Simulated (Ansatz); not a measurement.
# Response to strain in hypothetical CsCl type NbAs

Start from NbAs in the CsCl type structure (space group Pm-3m, No. 221; a = 3.218 Å; a hypothetical phase, not in the database extracts checked; relaxed with 0.1 eV smearing). Axes: x, y, z lie along the cube axes.

Strains are applied to the cell and any free atomic positions relax; under biaxial strain the out-of-plane vector relaxes too.

Method: DFT with PBE, PAW potentials and a 420 eV plane-wave cutoff in Ansatz (a first-principles code), no spin-orbit coupling.

Notes on the quantities. pressure: mean of the normal stresses, compression positive; energy relative to the base: free energy F.

```csv
case,shortest interatomic distance,pressure,energy relative to the base,space group
base,2.787 Å,0.0 GPa,0 meV/atom,Pm-3m (No. 221)
"biaxial strain +2.80 %, plane normal [001], relaxed out of plane",2.826 Å,-6.0 GPa,+27 meV/atom,P4/mmm (No. 123)
"biaxial strain +1.08 %, plane normal [110], relaxed out of plane",2.785 Å,-2.3 GPa,+4.0 meV/atom,Cmmm (No. 65)
"biaxial strain −2.39 %, plane normal [111], relaxed out of plane",2.733 Å,5.9 GPa,+21 meV/atom,R-3m (No. 166)
"biaxial strain +0.76 %, plane normal [111], relaxed out of plane",2.774 Å,-1.7 GPa,+2.0 meV/atom,R-3m (No. 166)
uniaxial strain ε_zz = +0.62 %,2.793 Å,-1.0 GPa,+0.6 meV/atom,P4/mmm (No. 123)
tensor shear ε_yz = +3.91 %,2.715 Å,1.2 GPa,+33 meV/atom,Cmmm (No. 65)
```

No phonon test of stability was made. All final runs are without spin polarisation.
